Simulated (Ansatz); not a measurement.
Effect of tensor shear ε_xy = +0.57 % on KBr

Consider KBr in the rock salt structure (space group Fm-3m, No. 225; a = 6.5491 Å). Axes: x, y, z lie along the cube axes.

It is then changed as follows: tensor shear ε_xy = +0.57 % (engineering shear γ = 0.0114), atoms relaxed at fixed cell.

All numbers come from PBEsol, PAW, 420 eV (Ansatz, a first-principles code; scalar-relativistic without spin-orbit coupling). k-mesh 9×9×9 (Γ-centred); smearing 0.05 eV (Fermi–Dirac).

```csv
quantity,base,changed,shift
volume per atom,35.11 Å³,35.11 Å³,0.00 Å³
space group,Fm-3m (No. 225),Immm (No. 71),–
shortest interatomic distance,6.188 bohr,6.188 bohr,0.000 bohr
energy relative to the base (free energy F),0 meV/atom,+0.1 meV/atom,+0.1 meV/atom
"pressure (mean of the normal stresses, compression positive)",0.01 GPa,0.01 GPa,0.00 GPa
band gap,4.34 eV,4.33 eV,-0.01 eV
gap character,direct at Γ,direct at Γ,–
electron mass,0.37 mₑ (at Γ),0.37 mₑ (at Γ),–
"valence-band top at Γ (three highest levels, from the VBM)","0.00, 0.00, 0.00 eV","0.00, -0.01, -0.03 eV",–
"valley order (the lowest conduction-band minima on the path, energy above the VBM, named in the base's zone)",Γ 4.34 eV; X along ⟨100⟩ 5.72 eV,Γ 4.33 eV; X along [001] 5.71 eV; X along [100] 5.71 eV,–
"stress (xx, yy, zz, yz, xz, xy; compression positive)",–,"(0.01, 0.01, 0.01, 0.00, 0.00, -0.06) GPa",–
```

Final structure:

```
KBr
1.0
    0.01866     3.27453     3.27453
    3.27453     0.01866     3.27453
    3.29320     3.29320     0.00000
K Br
1 1
Direct
  0.00000   0.00000   0.00000
  0.50000   0.50000   0.50000
```

The cells carry an imposed strain or load. Masses are band curvatures over ±0.01 Å⁻¹ around the edge. Stability against distortions was not tested. k-point labels follow each cell's own Brillouin zone.
